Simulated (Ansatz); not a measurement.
GaN (model structure, started from the MgO type, Pm-3n, No. 223, 12 atoms in the cell) was calculated with r²SCAN (Ansatz, an electronic-structure program, PAW).

Numerical settings: plane-wave cutoff 560 eV, 6×6×6 k mesh, Fermi–Dirac smearing 0.01 eV, scalar-relativistic PAW data made under PBE.

Cell (relaxed with PBEsol):

```
CELL_PARAMETERS angstrom
      5.51305     0.00000     0.00000
      0.00000     5.51305     0.00000
      0.00000     0.00000     5.51305
ATOMIC_POSITIONS crystal
  Ga 0.25000 0.00000 0.50000
  Ga 0.75000 0.00000 0.50000
  Ga 0.50000 0.75000 0.00000
  Ga 0.50000 0.25000 0.00000
  Ga 0.00000 0.50000 0.75000
  Ga 0.00000 0.50000 0.25000
  N  0.25000 0.50000 0.00000
  N  0.75000 0.50000 0.00000
  N  0.00000 0.75000 0.50000
  N  0.00000 0.25000 0.50000
  N  0.50000 0.00000 0.75000
  N  0.50000 0.00000 0.25000
```

Problem. Estimate the band gap that the calculation returns.

Solution. 
band gap: 1.85 eV (direct)

Note: the relaxation could raise the start's symmetry but not lower it, so the cell can be a saddle point; cell and atoms aren't relaxed at this level (pressure -0.3 GPa).

Spin–orbit coupling is not included.

Static lattice: no zero-point or thermal effects.

A model structure was made by putting elements into a prototype or built by hand; it is no filed structure, need not be a known phase, and can be a saddle point held by its symmetry.
